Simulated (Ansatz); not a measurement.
A computed series for GaN: pressure series

The parent structure is GaN in the wurtzite structure (space group P6_3mc, No. 186; a = 3.2186 Å, c = 5.2435 Å).

Cell and atoms are relaxed at each pressure.

Calculations: plane-wave PAW DFT at the PBE level (Ansatz, an electronic-structure program, 420 eV), no spin-orbit coupling, earlier PAW set.

| case | lattice parameter a | electron mass | band gap |
|---|---|---|---|
| base | 3.219 Å | 0.14 mₑ along c, 0.16 mₑ across (at Γ) | 1.71 eV |
| pressure −2 GPa | 3.231 Å | 0.14 mₑ along c, 0.15 mₑ across (at Γ) | 1.63 eV |
| pressure −1 GPa | 3.225 Å | 0.14 mₑ along c, 0.16 mₑ across (at Γ) | 1.67 eV |
| pressure 3 GPa | 3.201 Å | 0.15 mₑ along c, 0.17 mₑ across (at Γ) | 1.82 eV |
| pressure 7 GPa | 3.179 Å | 0.16 mₑ along c, 0.18 mₑ across (at Γ) | 1.96 eV |
| pressure 15 GPa | 3.140 Å | 0.18 mₑ along c, 0.20 mₑ across (at Γ) | 2.20 eV |
| pressure 30 GPa | 3.081 Å | 0.20 mₑ along c, 0.23 mₑ across (at Γ) | 2.58 eV |
| pressure 50 GPa | 3.018 Å | 0.23 mₑ along c, 0.26 mₑ across (at Γ) | 2.97 eV |
| pressure 75 GPa | 2.956 Å | 0.25 mₑ along c, 0.29 mₑ across (at Γ) | 3.36 eV |
| pressure 100 GPa | 2.905 Å | 0.27 mₑ along c, 0.31 mₑ across (at Γ) | 3.66 eV |

Load acts through the strain it causes; cell and atoms are relaxed under it. Masses are band curvatures over ±0.01 Å⁻¹ around the edge. No phonon test of stability was made. Measured, GaN leaves this structure (for rock salt) near 47 GPa (temperature not stated; as listed in Datta, Sujoy, Jana, Debnarayan, arXiv (2020)), on rising pressure, with hysteresis.
